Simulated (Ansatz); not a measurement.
Here is the system:

```
CELL_PARAMETERS angstrom
      5.20465     0.00000     0.00000
      0.00000     5.43522     0.00000
      0.00000     0.00000     5.04445
ATOMIC_POSITIONS crystal
  Hf 0.26187 0.96669 0.25683
  Hf 0.73813 0.03331 0.75683
  Hf 0.73813 0.46669 0.25683
  Hf 0.26187 0.53331 0.75683
  O  0.05736 0.63904 0.10101
  O  0.94264 0.36096 0.60101
  O  0.94264 0.13904 0.10101
  O  0.05736 0.86096 0.60101
  O  0.52344 0.79113 0.99816
  O  0.47656 0.20887 0.49816
  O  0.47656 0.29113 0.99816
  O  0.52344 0.70887 0.49816
```

No spin polarisation.

Calculations: Ansatz (a program for electronic structure), PBE, PAW, cutoff 420 eV, no spin-orbit coupling, earlier PAW set. Γ-centred 5×5×5 mesh, Fermi–Dirac width 0.05 eV.

Question: Estimate the space group.

Answer: Pca2_1 (No. 29).

Question: Predict the pressure (mean of the normal stresses, compression positive).

Answer: -5.45 GPa.

The cells carry an imposed strain or load. No phonon test of stability was made. The cell was made from HfO2 (space group Pca2_1, No. 29) by this change: biaxial strain +2.66 %, plane normal [001], relaxed out of plane. This is not the structure that HfO2 has at room temperature and ambient pressure.
